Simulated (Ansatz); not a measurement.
## Several settings converged on a (001) slab of AlTc2 (cut from a parent of space group no. 139; 6 atoms in the cell)

```yaml
crystal:
  lattice:
    - [2.96612, 0.00000, 0.00000]
    - [0.00000, 2.96612, 0.00000]
    - [0.00000, 0.00000, 21.90558]
  atoms:
    - { symbol: Al, position: [0.00000, 0.00000, 0.60743] }
    - { symbol: Tc, position: [0.50000, 0.50000, 0.68045] }
    - { symbol: Tc, position: [0.00000, 0.00000, 0.31955] }
    - { symbol: Al, position: [0.50000, 0.50000, 0.39257] }
    - { symbol: Tc, position: [0.00000, 0.00000, 0.46558] }
    - { symbol: Tc, position: [0.50000, 0.50000, 0.53442] }
```

Base method: PBEsol, default PAW files made with PBE (plane waves; Ansatz, a quantum-chemistry and plane-wave program).

Base settings: basis.ecutwfc = 500 eV; kpoints.mp_grid.grid = 10 10 1; hamiltonian.xc = pbesol; hamiltonian.pseudopotentials = {kind: paw} (the program's default PAW files); scf.occupations.method = fermi_dirac; scf.occupations.width = 0.1 eV.

The count of work is k-points × plane waves × bands × iterations; it is no time. 

**The vacuum**

The mesh stays at the base's, so the ladder's end is converged at best in this setting alone.

Only quantities that move along the ladder and can be compared are tabulated.

| vacuum between outermost atoms (Å) | free energy less the last step's (meV/atom) | largest difference of a force vector from the last step's (eV/Å) | count of work / last |
|---|---|---|---|
| 3.0 | -249.42 | 2.110 | 0.32 |
| 4.0 | -63.97 | 0.668 | 0.35 |
| 5.0 | -11.66 | 0.156 | 0.34 |
| 6.0 | -0.92 | 0.022 | 0.37 |
| 7.0 | 0.14 | 0.002 | 0.40 |
| 8.0 | 0.10 | 0.001 | 0.42 |
| 10.0 | 0.02 | 0.000 | 0.47 |
| 12.0 | 0.00 | 0.000 | 0.53 |
| 14.0 | 0.00 | 0.000 | 0.58 |
| 17.0 | 0.00 | 0.000 | 0.66 |
| 20.0 | 0.00 | 0.000 | 0.74 |
| 25.0 | 0.00 | 0.000 | 0.86 |
| 30.0 | 0.00 | 0.000 | 1.0 |

Smallest vacuum between outermost atoms (Å) that holds the free energy within 2 meV/atom of the last step, with all finer ones: 6.0, at 0.37 of the last step's count of work; the step before is off by 12 meV/atom.

Smallest vacuum between outermost atoms (Å) that holds the forces within 0.005 eV/Å of the last step, with all finer ones: 7.0, at 0.40 of the last step's count of work; the step before is off by 0.022 eV/Å.

**The plane-wave cutoff**

The mesh stays at the base's, so the ladder's end is converged at best in this setting alone.

Only quantities that move along the ladder and can be compared are tabulated.

```tsv
basis.ecutwfc	free energy less the last step's (meV/atom)	largest difference of a force vector from the last step's (eV/Å)	count of work / last
250 eV	4368.43	1.400	0.16
300 eV	1007.77	0.252	0.18
350 eV	200.40	0.076	0.24
425 eV	10.28	0.005	0.30
500 eV	0.82	0.000	0.40
600 eV	0.67	0.000	0.52
750 eV	0.47	0.000	0.74
1000 eV	0.00	0.000	1.0
```

Coarsest basis.ecutwfc that holds the free energy within 2 meV/atom of the last step, with all finer ones: 500 eV, at 0.40 of the last step's count of work; the step before is off by 10 meV/atom.

Coarsest basis.ecutwfc that holds the forces within 0.02 eV/Å of the last step, with all finer ones: 425 eV, at 0.30 of the last step's count of work; the step before is off by 0.076 eV/Å.

On the base run: the starting cell comes from a database of computed structures (which also holds hypothetical and non-ambient phases and stackings), without a prior relaxation at this level. The slab is cut from that crystal, and its faces are unrelaxed. Its lattice was rescaled by up to half a per cent. Spin polarisation is off.

Keys are those of Ansatz 0.2.
